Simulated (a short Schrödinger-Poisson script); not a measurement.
Stack: gated Al0.3Ga0.7N/GaN polarisation-induced gas, at 20 K.

```csv
layer,material,thickness (nm),Na (cm⁻³)
1,Al0.3Ga0.7N,10,-
2,GaN,6000,5e14
```

Constants are typed, rounded textbook-type inputs, not results; the design itself was drawn at random and stands for no fabricated device. Al0.3Ga0.7N: permittivity 9.32, conduction-band edge (eV) 0.414, gap (eV) 4.021, electron mass (mₑ) 0.236, Nv at 300 K (cm⁻³) 4.6e19. GaN: permittivity 9.5, conduction-band edge (eV) 0, gap (eV) 3.43, Nv at 300 K (cm⁻³) 4.6e19.

Channel valleys (confinement mass, in-plane density-of-states mass, number): Γ 0.2, 0.2, 1. At the gate the conduction-band edge of layer 1 lies 1.23 eV − eVg above the Fermi level of the channel; the field vanishes at the back. Sheet of polarisation charge: +1.5e13 e/cm² at 10 nm from the gate. The barrier under the gate holds no holes. Gaps are held at their typed values at every temperature. Mesh 0.08 nm at interfaces.

From a short Schrödinger-Poisson script (our own, NumPy): 1D Poisson equation in equilibrium, electrons quantum, Hartree (BenDaniel-Duke, 40 states a valley, the channel's in-plane mass for all, wave functions free to enter the barrier), parabolic valleys, classical holes, full ionisation, no traps, pinning or gate leakage.

The same stack at other levels of the model or other numerical settings:

| run | sheet density of all electrons at Vg = 0.5 V (cm⁻²) | sheet density of all electrons at Vg = -1 V (cm⁻²) | capacitance at Vg = 0.5 V (μF/cm²) | centroid of the channel electrons at Vg = 0.5 V (nm) | rough cost against the base |
|---|---|---|---|---|---|
| base | 1.13e13 | 4.40e12 | 0.761 | 1.79 | about 1 |
| electrons treated as classical, Boltzmann | 1.30e13 | 5.39e12 | 0.818 | 0.12 | 0.03 |
| electrons treated as classical, Fermi-Dirac | 1.14e13 | 4.59e12 | [?] | [?] | 0.1 |
| electrons treated as quantum, Hartree plus LDA exchange-correlation | 1.16e13 | 4.57e12 | 0.766 | 1.62 | 2 |
| mesh six times as coarse | 1.13e13 | 4.40e12 | 0.762 | 1.73 | 0.3 |
| one subband a valley | 1.13e13 | 4.40e12 | 0.754 | [?] | 0.4 |

Q: Complete the blanks.

A: 
- electrons treated as classical, Fermi-Dirac, centroid of the channel electrons at Vg = 0.5 V (nm): 1.53
- one subband a valley, centroid of the channel electrons at Vg = 0.5 V (nm): 1.50
- electrons treated as classical, Fermi-Dirac, capacitance at Vg = 0.5 V (μF/cm²): 0.733

The classical rows ignore confinement, and Boltzmann statistics overrate the density once the band edge passes the Fermi level.
